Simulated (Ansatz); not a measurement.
## Effect of 3 layers on SnO

Start from SnO in the litharge type structure (space group P4/nmm, No. 129; a = 3.7934 Å, c = 4.7643 Å; layered, stacked along the Cartesian z axis).

Modification: a free-standing slab of 3 layers (12 atoms, 4 a layer) is cut normal to the stacking axis, with 15 Å of vacuum and the in-plane cell relaxed.

Level of theory: r2SCAN+rVV10 (Ansatz, a program for electronic structure), spin-orbit coupling left out. k-mesh 9×9×1 (Γ-centred); smearing 0.05 eV (Fermi–Dirac), for the changed cell.

The layer's space group (with vacuum) is P4/nmm (No. 129) and the shortest interatomic distance decreases by 0.003 Å (2.216 Å → 2.213 Å). The band gap goes from zero to 0.55 eV and the gap character is indirect, Γ → M. The excess energy per area of both faces (slab less bulk energy over the cell's area: twice a surface energy) is 0.5 J/m² (uncertain by up to 0.1 J/m²) and the thickness between the outermost nuclei amounts to 11.90 Å. The in-plane lattice parameter a shrinks by 0.0126 Å, from 3.793 Å to 3.781 Å.

Final structure:

```yaml
crystal:
  lattice:
    - [3.78074, 0.00000, 0.00000]
    - [0.00000, 3.78074, 0.00000]
    - [0.00000, 0.00000, 26.82109]
  atoms:
    - { symbol: Sn, position: [0.00000, 0.50000, 0.27808] }
    - { symbol: O, position: [0.00000, 0.00000, 0.32139] }
    - { symbol: O, position: [0.50000, 0.50000, 0.32139] }
    - { symbol: Sn, position: [0.50000, 0.00000, 0.36450] }
    - { symbol: Sn, position: [0.00000, 0.50000, 0.45710] }
    - { symbol: O, position: [0.00000, 0.00000, 0.50000] }
    - { symbol: O, position: [0.50000, 0.50000, 0.50000] }
    - { symbol: Sn, position: [0.50000, 0.00000, 0.54290] }
    - { symbol: Sn, position: [0.00000, 0.50000, 0.63550] }
    - { symbol: O, position: [0.00000, 0.00000, 0.67861] }
    - { symbol: O, position: [0.50000, 0.50000, 0.67861] }
    - { symbol: Sn, position: [0.50000, 0.00000, 0.72192] }
```

Cost of the whole job for the changed cell (relaxation, final SCF and bands): around 8 core-minutes (rough).

The excess energy carries the mismatch between the slab's and the bulk's meshes. No phonon test of stability was made. All final runs are without spin polarisation. The zero or small gap of SnO can change with the level of theory.
